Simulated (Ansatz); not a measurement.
The starting structures come from a database of crystals and need not be the phases stable at ambient conditions.

 Where the default PAW files enter, the runs use the earlier of Ansatz's two default sets.

**Evanescent states of K2S (Fm-3m, anti-fluorite, not sure to be the ambient phase, 3 atoms a cell, 34.0 Å³ an atom) along the normal of (001)**

All values below come from PBEsol (plane waves, PAW; Ansatz, a first-principles code).

The gap is the functional's own, uncorrected, and κ follows it; spin-orbit coupling is left out. Mid-gap values are interpolated between the computed energies.

Energies count from the valence-band top; κ is the least over a 6×6 mesh across the current.

```json
[
 {"E (eV)": "0.06", "κ (1/Å)": "0.145", "where": "off Γ"},
 {"E (eV)": "0.18", "κ (1/Å)": "0.235", "where": "Γ"},
 {"E (eV)": "0.30", "κ (1/Å)": "0.254", "where": "Γ"},
 {"E (eV)": "0.42", "κ (1/Å)": "0.266", "where": "Γ"},
 {"E (eV)": "0.54", "κ (1/Å)": "0.274", "where": "Γ"},
 {"E (eV)": "0.66", "κ (1/Å)": "0.278", "where": "Γ"},
 {"E (eV)": "0.78", "κ (1/Å)": "0.280", "where": "Γ"},
 {"E (eV)": "0.90", "κ (1/Å)": "0.279", "where": "Γ"},
 {"E (eV)": "1.02", "κ (1/Å)": "0.275", "where": "Γ"},
 {"E (eV)": "1.14", "κ (1/Å)": "0.269", "where": "Γ"},
 {"E (eV)": "1.26", "κ (1/Å)": "0.261", "where": "Γ"},
 {"E (eV)": "1.38", "κ (1/Å)": "0.251", "where": "Γ"},
 {"E (eV)": "1.50", "κ (1/Å)": "0.239", "where": "Γ"},
 {"E (eV)": "1.62", "κ (1/Å)": "0.224", "where": "Γ"},
 {"E (eV)": "1.74", "κ (1/Å)": "0.206", "where": "Γ"},
 {"E (eV)": "1.86", "κ (1/Å)": "0.185", "where": "Γ"},
 {"E (eV)": "1.98", "κ (1/Å)": "0.158", "where": "Γ"},
 {"E (eV)": "2.10", "κ (1/Å)": "0.123", "where": "Γ"},
 {"E (eV)": "2.22", "κ (1/Å)": "0.069", "where": "Γ"}
]
```

Q: How thick must the barrier be to attenuate the transmission by 10^8 when the electrodes' Fermi level lies at 0.54 eV, and what attenuation does that film give at 1.50 eV?

A: d = 8 ln 10 / (2 × 0.274) = 33.6 Å. At 1.50 eV it gives 8 × 0.239/0.274 = 7.0 decades.
